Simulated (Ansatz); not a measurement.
Defect migration in monoclinic HfO2: Mg-vacancy pair (Mg on one host Hf site, one Hf site vacant), charge state -6. Calculation: PBE, PAW (plane waves to 420 eV; Ansatz, a quantum-chemistry and plane-wave program).

96-site cell at the relaxed PBE lattice, the Γ point alone, smearing 0.01 eV, spin-restricted, no finite-size correction. Static, classical nuclei. Spin-orbit coupling is left out. The charge state is imposed; whether it is stable for some Fermi level was not computed. Forms of the defect that were not tried may lie lower. The start lies 0.064 eV above the lowest site run (PBE).

Barriers: single points on a 2×2×2 k-point mesh shifted by half a step at the bands' geometries.

The step: Mg and the vacancy change places (Mg-vacancy distance between ideal sites 3.44 Å throughout); the atom moves 3.24 Å along (0.02, -0.42, -0.45) of the unit cell; the moving atom starts with neighbours O at 2.01, O at 2.08, O at 2.10, O at 2.14, O at 2.26, O at 2.46 Å and ends with O at 1.96, O at 2.10, O at 2.15, O at 2.29, O at 2.32, O at 2.33, O at 2.36 Å.

Task: Give the migration barrier of this step at the level PBE, PAW.

Result: 0.89 eV forward and 0.96 eV backward. At the saddle the moving atom has neighbours O at 1.86, 2 O at 1.93 Å. The saddle point's order was not checked.
